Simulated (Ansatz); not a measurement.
A periodic model of amorphous In₂₄O₃₉La₂:

```xyz
65
Lattice="9.7185 -0.2887 0.0070 -0.2887 9.7993 0.0979 0.0070 0.0979 9.8041" Properties=species:S:1:pos:R:3 pbc="T T T"
In    -0.0383     8.5419     9.4333
In     2.6108     4.9878     3.8709
In     5.7990     7.2866     8.9370
In     1.9582     5.9151     7.6898
In     8.1511     3.0644     2.4357
In     3.6028     2.6356     6.9795
In     2.6141     9.1393     7.4989
In     2.7136     1.0522     1.0371
In     8.1394     4.8201     8.7079
In     0.2230     2.0903     8.0283
In     5.7621     0.1697     2.0466
In     1.3330     4.1165     0.4576
In     9.2930     4.5732     5.1521
In     6.1308     1.1174     8.8266
In     4.6550     4.1276     0.4136
In     5.1689     3.1450     3.9773
In     3.0510     7.4863     0.7705
In     0.0932     6.3987     2.1422
In     5.8133     5.3649     6.4350
In     2.0381     8.8193     3.8039
In     1.2696     2.0032     4.6465
In     7.3930     2.1909     6.1039
In     8.4566     9.3121     3.1481
In     5.2220     9.2834     5.4366
O      8.8746     4.4360     1.0242
O      4.6863     1.8477     0.4472
O      3.2419     8.6479     5.4826
O      7.6495     2.4593     8.2611
O      1.9650     1.3161     6.8219
O      3.5901     7.3284     8.4057
O      2.9851     4.1022     1.8108
O      5.9746     5.0478     8.6447
O      6.0581     3.8548     2.0714
O      7.8036     1.0644     2.0395
O      8.4988     6.0766     3.7582
O      1.6927     0.9189     2.9082
O      7.4164     0.1743     5.7550
O      0.0518     9.2880     4.7277
O      1.5517     5.5216     5.6458
O      7.3752     3.4225     4.3711
O      1.0893     2.0810     0.1716
O      5.9621     7.4751     6.6863
O      5.8858     9.0745     0.1945
O      9.3321     8.1016     1.7020
O      2.0292     6.8489     2.9509
O      0.4804     3.8303     3.4248
O      3.4873     9.1054     2.1181
O      3.1853     4.1632     8.4569
O      4.7313     0.7010     7.2747
O      4.8811     6.3812     0.9954
O      9.0855    -0.1168     8.0997
O      5.1865     1.0832     3.8604
O      7.9638     5.3716     6.5757
O      0.8715     7.7810     7.4964
O      5.4942     3.2670     6.2680
O      7.9798     6.9738     8.9979
O      0.3937     4.3969     8.2939
O      1.3188     6.3260     0.2931
O      4.7981     5.3572     4.4381
O      1.9973     9.3317     9.6051
O      9.5134     2.4763     5.9828
O      3.1076     3.0869     4.8328
O      6.4350     8.4749     3.4514
La     6.3079     6.2090     2.8747
La     8.4424     8.0437     6.5090
```

The numbers are results of PBE, scalar-relativistic without spin-orbit coupling (plane waves to 420 eV, PAW; Ansatz, a program for electronic structure), not measurements.

A CHGNet melt-quench gave the starting glass, which DFT then relaxed. O atoms were pushed apart under 1.9 Å during the dynamics, to hinder bonds among them. The hot cell started wider than the set density and was brought back towards it in steps. It is the lowest in DFT energy of 2 quenches. It is a model cell: composition and starting density were chosen by hand, and all elements were melted together. No dispersion term was used. Its density started from a set value of 6.51 and ended at 6.51 g/cm³. Cooling (nominally 280 K/ps over its main leg) ran many orders faster than in experiment, which tends to leave more defects and strain. Values belong to this one cell and scatter from quench to quench. The volume was held where the preparation left it and the shape relaxed, at a PBE pressure of -0.2 GPa (tension).

Neighbours within In-In 3.12 Å, In-O 2.74 Å, In-La 3.54 Å, O-O 1.58 Å, O-La 3.00 Å, La-La 3.96 Å count as bonded. Two cations that share two anions don't count as bonded, nor two that share one unless they lie closer than In-In 3.04 Å, In-La 3.45 Å, La-La 3.85 Å.

Give the coordination numbers, mean bond lengths and angles.


* **Mean coordination of In by anions**: 5.54 (2 with 4, 7 with 5, 15 with 6)
* **Mean coordination of O**: 3.72 (12 with 3, 26 with 4, 1 with 5)
* **Mean coordination of La by anions**: 6.00 (1 with 5, 1 with 7)
* **Mean In-O bond**: 2.217 Å (spread 0.118 Å, 133 counted)
* **Mean O-La bond**: 2.464 Å (spread 0.134 Å, 12 counted)
* **Bond angle at In**: mean 104.7°, spread 28.8°
* **Bond angle at O**: mean 109.8°, spread 16.6°
* **Bond angle at La**: mean 102.1°, spread 29.9°

List the pairs of like atoms that count as bonded by the rules above.

There are none by these rules.
